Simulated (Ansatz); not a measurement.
## TaAs with two functionals, pressure 15 GPa

Start from TaAs (space group I4_1md, No. 109; a = 3.4631 Å, c = 11.7330 Å).

(Cell as relaxed with PBE.)

Levels (all Ansatz, a quantum-chemistry and plane-wave program, PAW): PBE (420 eV, scalar-relativistic without spin-orbit coupling); r2SCAN (500 eV, without spin-orbit coupling).

Each level relaxes its own structure.

```csv
base,PBE,r2SCAN
volume per atom,17.59 Å³,17.34 Å³
lattice parameter a,3.463 Å,3.442 Å
band gap,zero,zero
```

One thing is altered: a hydrostatic pressure of 15 GPa.

```json
[
 {"quantity": "band gap", "PBE": "zero", "r2SCAN": "zero"},
 {"quantity": "shortest interatomic distance", "PBE": "2.559 Å", "r2SCAN": "2.550 Å"},
 {"quantity": "c/a ratio", "PBE": "3.342", "r2SCAN": "3.361"}
]
```

PBE's shortest interatomic distance lies 0.0096 Å above r2SCAN's (0.4 %); PBE's c/a ratio lies 0.019 below r2SCAN's; the two agree on the band gap. Neither level is exact; r2SCAN is the comparison here, not a measurement.

Spin-orbit coupling, missing from the scalar runs, can matter with Ta. Load acts through the strain it causes; cell and atoms are relaxed under it. Whether these cells are dynamically stable was not tested. Competing high-pressure phases were not computed. All final runs are without spin polarisation. Gaps under 0.05 eV, about the width of the smearing, are given as zero. The zero or small gap of TaAs can change with the level of theory.
